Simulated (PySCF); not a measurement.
PySCF 2.14.0, WB97X/def2-svp, df: Mo(O)(S)(F)(Me) ([CH3][Mo](=[O])([F])=[S]), 8 atoms. The geometry is a generated start, not checked to be a minimum at this level.

```json
{
 "task": "energy",
 "method": "wb97x",
 "basis": "def2-svp",
 "two_electron_scheme": "density fitting",
 "mol.max_memory": "3000 MB",
 "mf.max_cycle": "100",
 "mf.diis_space": "8 (default)",
 "mf.conv_tol": "1e-09 (default)",
 "mf.grids.level": "3 (default)",
 "effective_core_potentials": "those of the basis set, past Kr",
 "basis_functions": "106",
 "grid_points": "113208"
}
```

```xyz
8

Mo     0.7083     0.8266    -0.0869
O      1.7948     0.2865    -1.1791
S      1.5055     0.6428     1.8932
F     -0.3437     2.2379    -0.2180
C     -0.6926    -0.7969    -0.0839
H     -0.4121    -1.6473    -0.7134
H     -1.6117    -0.3563    -0.5184
H     -0.9485    -1.1933     0.9065
```

Charge 0 and multiplicity 1 are set for this test and not shown to be the ground state.

With the defaults (mf.DIIS = CDIIS, mf.diis = true, newton = off, mf.diis_damp = 0, mf.level_shift = 0, mf.init_guess = minao, mf.damp = 0, mf.diis_start_cycle = 1) it converges in 17 Fock builds. One run each on 2 threads, 1 BLAS thread, with these changes:
- newton = Hessian by the SCF's own integrals
- mf.diis = false, mf.damp = 0.7, mf.diis_start_cycle = 999
- mf.init_guess = mod_huckel
- mf.DIIS = EDIIS
- mf.init_guess = atom
- mf.level_shift = 1 Hartree
- mf.level_shift = 0.3 Hartree
- mf.diis_damp = 0.3
- mf.diis = false

Q: Which runs fail or end elsewhere than the default run?

A: No convergence: mf.DIIS = EDIIS; mf.diis = false (the run ends without SCF convergence in 100 cycles). The rest reach the solution of the defaults.

```json
[
 {"setting": "the defaults", "Fock builds": "17", "end": "same solution"},
 {"setting": "mf.diis_damp = 0.3", "Fock builds": "17", "end": "same solution"},
 {"setting": "mf.init_guess = atom", "Fock builds": "19", "end": "same solution"},
 {"setting": "mf.init_guess = mod_huckel", "Fock builds": "20", "end": "same solution"},
 {"setting": "mf.level_shift = 0.3 Hartree", "Fock builds": "21", "end": "same solution"},
 {"setting": "mf.level_shift = 1 Hartree", "Fock builds": "34", "end": "same solution"},
 {"setting": "newton = Hessian by the SCF's own integrals", "Fock builds": "35", "end": "same solution"},
 {"setting": "mf.diis = false, mf.damp = 0.7, mf.diis_start_cycle = 999", "Fock builds": "55", "end": "same solution"},
 {"setting": "mf.DIIS = EDIIS", "Fock builds": "101", "end": "no convergence"},
 {"setting": "mf.diis = false", "Fock builds": "101", "end": "no convergence"}
]
```

Under newton the count holds the products with the orbital Hessian.
